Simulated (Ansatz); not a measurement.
# GaN: response to strain

The reference is GaN in the wurtzite structure (space group P6_3mc, No. 186).

```xyz
4
Lattice="3.1833 0.0000 0.0000 -1.5916 2.7568 0.0000 0.0000 0.0000 5.1839" Properties=species:S:1:pos:R:3 pbc="T T T"
Ga     1.5916     0.9189     0.0051
Ga     0.0000     1.8379     2.5971
N      1.5916     0.9189     3.2358
N      0.0000     1.8379     0.6439
```

Cartesian axes are those of the cell as printed.

Strains are applied to the cell and any free atomic positions relax; under biaxial strain the out-of-plane vector relaxes too; under stress the whole cell relaxes.

Levels (all Ansatz, a quantum-chemistry and plane-wave program, PAW, earlier PAW set): r2SCAN (500 eV, without spin-orbit coupling); HSE06 (420 eV, no SOC).

Band gaps by level, all at the geometries relaxed with r2SCAN:

```csv
case,r2SCAN,HSE06
base,2.35 eV,3.20 eV
"biaxial strain +0.82 %, plane normal [001], relaxed out of plane",2.27 eV,3.11 eV
isotropic strain +0.86 %,2.17 eV,3.00 eV
isotropic strain +3.74 %,1.59 eV,2.36 eV
isotropic strain +4.11 %,1.51 eV,2.27 eV
"uniaxial stress, 1 GPa compression along x",2.34 eV,3.19 eV
```

Single points use the geometry relaxed with r2SCAN. Beyond what the load breaks, stability against distortions was not tested.
